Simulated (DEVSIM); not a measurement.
Device: abrupt Si p-n junction, at 250 K.

| layer (left to right) | material | thickness (μm) | Nd (cm⁻³) | Na (cm⁻³) | τn (s) | τp (s) |
|---|---|---|---|---|---|---|
| 1 | Si | 12.0 | - | 1.6e16 | 1.1e-7 | 1.1e-7 |
| 2 | Si | 1.10 | 2.3e14 | - | 1.1e-7 | 1.1e-7 |

Left contact: ohmic. Right contact: ohmic. Voltage is applied to the left contact. Recombination: SRH at mid-gap. Mobility is constant in doping.

This is a model device: material constants are rounded textbook-type values typed into the input, and sizes, dopings and lifetimes were drawn at random. Values at 300 K; Nc and Nv go as T^1.5, mobilities as T to minus their exponent, the gap by Varshni's rule with the affinity fixed.

| parameter | Si |
|---|---|
| gap (eV) | 1.124 |
| affinity (eV) | 4.05 |
| permittivity | 11.7 |
| Nc (cm⁻³) | 2.86e19 |
| Nv (cm⁻³) | 3.1e19 |
| μn (cm²/Vs) | 1417 |
| μp (cm²/Vs) | 470 |
| T exponent of μn | 2.3 |
| T exponent of μp | 2.2 |
| Varshni α (eV/K) | 0.000473 |
| Varshni β (K) | 636 |

DEVSIM, 1D drift-diffusion, Boltzmann statistics, complete ionisation; no tunnelling, impact ionisation, image-force lowering or self-heating.

The doping Nd of layer 2 was swept, all else fixed.

```csv
doping Nd of layer 2 (cm^-3),potential step across the device at zero bias (V),largest field in the device at zero bias (V/cm),dark forward voltage at 100 A/cm² (V),dark forward voltage at 1 A/cm² (V)
6.9e12,0.657,7800,0.798,0.505
2.3e13,0.683,8000,0.797,0.533
6.9e13,0.706,8400,0.799,0.560
2.3e14,0.732,9400,0.804,0.592
6.9e14,0.756,13000,0.810,0.623
2.3e15,0.782,21000,0.819,0.651
6.9e15,0.805,34000,0.826,0.675
```

From the first row to the last the potential step across the device at zero bias goes from 0.657 to 0.805. From the first row to the last the largest field in the device at zero bias goes from 7800 to 34000.
